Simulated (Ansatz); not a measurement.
The starting structures come from a database of crystals and need not be the phases stable at ambient conditions.

By PBEsol, the system below comes out a metal.

Given:

```
CELL_PARAMETERS angstrom
      3.34350     0.00000     0.00000
      0.00000     9.35622     0.00000
      0.00000     4.67811     4.67811
ATOMIC_POSITIONS crystal
  Si 0.00000 0.86600 0.76800
  Si 0.00000 0.13400 0.23200
  Si 0.00000 0.63400 0.50000
  Si 0.00000 0.36600 0.50000
  W  0.00000 0.50000 0.00000
  W  0.00000 0.00000 0.00000
  W  0.50000 0.34016 0.81968
  W  0.50000 0.65984 0.18032
  W  0.50000 0.15984 0.50000
  W  0.50000 0.84016 0.50000
```

The cell is taken as given; by PBEsol it stands under a pressure of -7.7 GPa.

The current flows along the normal of the first two printed cell vectors, the (110) plane of the conventional cell. No spin-orbit coupling; the value is a mean over 0.1 eV about the Fermi level.

**Question.** Estimate the ballistic conductance per area that PBEsol (Ansatz, a quantum-chemistry and plane-wave program) returns for this system.

**Answer.** 0.62 × 10¹⁵ S/m² for both spins.
